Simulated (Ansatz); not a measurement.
Short convergence ladders for SrCl₂ (Fm-3m, 3 atoms in the cell)

```yaml
crystal:
  lattice:
    - [0.00000, 3.50745, 3.50745]
    - [3.50745, 0.00000, 3.50745]
    - [3.50745, 3.50745, 0.00000]
  atoms:
    - { symbol: Sr, position: [0.00000, 0.00000, 0.00000] }
    - { symbol: Cl, position: [0.25000, 0.25000, 0.25000] }
    - { symbol: Cl, position: [0.75000, 0.75000, 0.75000] }
```

Base method: LDA (PW92), default PAW files made with PBE (plane waves; Ansatz, an electronic-structure program).

Base settings: basis.ecutwfc = 420 eV; kpoints.mp_grid.grid = 6 6 6; hamiltonian.xc = lda; hamiltonian.pseudopotentials = {kind: paw} (the program's default PAW files); scf.occupations.method = fermi_dirac; scf.occupations.width = 0.01 eV.

**Zone-centre phonons against the cutoff**

In this ladder: scf.occupations.method = fixed; scf.occupations.width = default; phonons.method = dfpt; phonons.dielectric = true; phonons.rigid_motions = translations.

The mesh stays at the base's, so the ladder's end is converged at best in this setting alone.

Frequencies are those of the unrelaxed cell, without the LO-TO term of polar crystals.

Only quantities that move along the ladder and can be compared are tabulated.

ε∞ and Born charges come from denser meshes that the program picks itself.

| basis.ecutwfc | highest zone-centre frequency (cm⁻¹) | lowest optical frequency (cm⁻¹) | largest Born charge (mean of the diagonal) (e) |
|---|---|---|---|
| 210 eV | 164.2 | 124.9 | 2.501 |
| 250 eV | 161.2 | 114.2 | 2.486 |
| 295 eV | 161.6 | 119.7 | 2.488 |
| 355 eV | 161.8 | 119.2 | 2.489 |
| 420 eV | 161.7 | 119.1 | 2.489 |
| 505 eV | 161.7 | 119.0 | 2.489 |
| 630 eV | 161.7 | 119.0 | 2.489 |

Coarsest basis.ecutwfc that holds the highest zone-centre frequency within 2 cm⁻¹ of the last step, with all finer ones: 250 eV; the step before is off by 2.5 cm⁻¹.

Coarsest basis.ecutwfc that holds the lowest optical frequency within 1 cm⁻¹ of the last step, with all finer ones: 295 eV; the step before is off by 4.8 cm⁻¹.

Coarsest basis.ecutwfc that holds the largest Born charge (mean of the diagonal) within 0.005 e of the last step, with all finer ones: 250 eV; the step before is off by 0.012 e.

**Zone-centre phonons against the SCF threshold**

In this ladder: scf.occupations.method = fixed; scf.occupations.width = default; phonons.method = dfpt; phonons.dielectric = true; phonons.rigid_motions = translations.

The mesh stays at the base's, so the ladder's end is converged at best in this setting alone.

Only quantities that move along the ladder and can be compared are tabulated.

ε∞ and Born charges come from denser meshes that the program picks itself.

```csv
scf.convergence.dr2_threshold,largest Born charge (mean of the diagonal) (e)
0.001 eV,2.472
1e-05 eV,2.487
1e-07 eV,2.489
1e-09 eV,2.489
1e-11 eV,2.489
```

Coarsest scf.convergence.dr2_threshold that holds the largest Born charge (mean of the diagonal) within 0.005 e of the last step, with all finer ones: 1e-05 eV; the step before is off by 0.017 e.

**The q mesh of the phonons**

In this ladder: scf.occupations.method = fixed; scf.occupations.width = default; phonons.method = dfpt; phonons.dielectric = true; phonons.rigid_motions = translations.

Only quantities that move along the ladder and can be compared are tabulated.

Thermal sums run over frequencies interpolated from this q mesh.

| phonons.qmesh | zero-point energy (meV/atom) | vibrational free energy at 300 K (meV/atom) |
|---|---|---|
| 1 1 1 | 21.85 | -49.78 |
| 2 2 2 | 22.28 | -47.34 |
| 3 3 3 | 22.22 | -47.90 |

Coarsest phonons.qmesh that holds the zero-point energy within 0.2 meV/atom of the last step, with all finer ones: 2 2 2; the step before is off by 0.37 meV/atom.

Coarsest phonons.qmesh that holds the vibrational free energy at 300 K within 1 meV/atom: not settled: the last two steps still differ by 0.56 meV/atom, over half the tolerance, so the ladder does not show it.

On the base run: the starting cell has typed, rounded lattice constants, without a prior relaxation at this level. Its lattice was rescaled by up to half a per cent. In the base run, with a pressure of about -3 GPa the cell is away from its equilibrium volume at this level.

Keys are those of Ansatz 0.2.
